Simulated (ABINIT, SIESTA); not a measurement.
A SIESTA input for a self-consistent single point of Hf₂Hg (I4/mmm, 3 atoms in the cell) (DFT, LDA PW92, numerical atomic orbitals DZP, PseudoDojo LDA standard norm-conserving potentials (rewritten from UPF to PSML)):

```
# files in the folder: Hf.psml Hg.psml (PseudoDojo LDA standard)
SystemName  Hf2Hg
SystemLabel hf2hg

NumberOfAtoms                3
NumberOfSpecies              2
%block ChemicalSpeciesLabel
  1 72 Hf
  2 80 Hg
%endblock ChemicalSpeciesLabel
LatticeConstant              1.0 Ang
%block LatticeVectors
    -1.651054000    1.651054000    5.752822000
     1.651054000   -1.651054000    5.752822000
     1.651054000    1.651054000   -5.752822000
%endblock LatticeVectors
AtomicCoordinatesFormat      Ang
%block AtomicCoordinatesAndAtomicSpecies
     0.000000000   -0.000000000    7.659652380  1
    -0.000000000    0.000000000    3.845991620  1
     0.000000000    0.000000000    0.000000000  2
%endblock AtomicCoordinatesAndAtomicSpecies

XC.functional                LDA
XC.authors                   PW92
PAO.BasisSize                DZP
PAO.EnergyShift              0.005 Ry
MeshCutoff                   400 Ry
%block kgrid.MonkhorstPack
   10   0   0  0.0
    0  10   0  0.0
    0   0  10  0.0
%endblock kgrid.MonkhorstPack
OccupationFunction           MP
OccupationMPOrder            0
ElectronicTemperature        0.05 eV

MaxSCFIterations             150
SCF.Mixer.Method             Broyden
SCF.Mixer.Weight             0.1
SCF.Mixer.History            6
SCF.DM.Tolerance             1.0E-05
Diag.ParallelOverK           true
WriteForces                  true
```

Problem. Write the same calculation as an input for ABINIT.

Solution. One input that does it (others would too):

```
# Hf2Hg, PseudoDojo nc-sr-04 LDA standard
pp_dirpath "./"
pseudos "Hf.upf, Hg.upf"
acell 3*1.0
rprim
        -3.1200398770    3.1200398770   10.8712580237
         3.1200398770   -3.1200398770   10.8712580237
         3.1200398770    3.1200398770  -10.8712580237
natom 3
ntypat 2
znucl 72 80
typat 1 1 2
xcart
         0.0000000000   -0.0000000000    7.6596523801
         0.0000000000   -0.0000000000    3.8459916199
         0.0000000000    0.0000000000    0.0000000000
      Angstrom
ecut 60 Ry
occopt 7
tsmear 0.05 eV
nband 29
kptopt 1
ngkpt 10 10 10
nshiftk 1
shiftk 0 0 0
nstep 60
tolvrs 1.0e-10
prtwf 0
prtden 0
```

Basis, cutoffs, solver keys and any potentials are the target program's own. This input uses DFT, LDA (PW92), plane waves, norm-conserving pseudopotentials (PseudoDojo nc-sr-04 LDA standard). LDA parametrisations can differ slightly between programs.

The starting cell comes from a database of computed structures (which also holds hypothetical and non-ambient phases and stackings), without a prior relaxation at this level. Its lattice was rescaled by a random factor within 2.5 % of one.
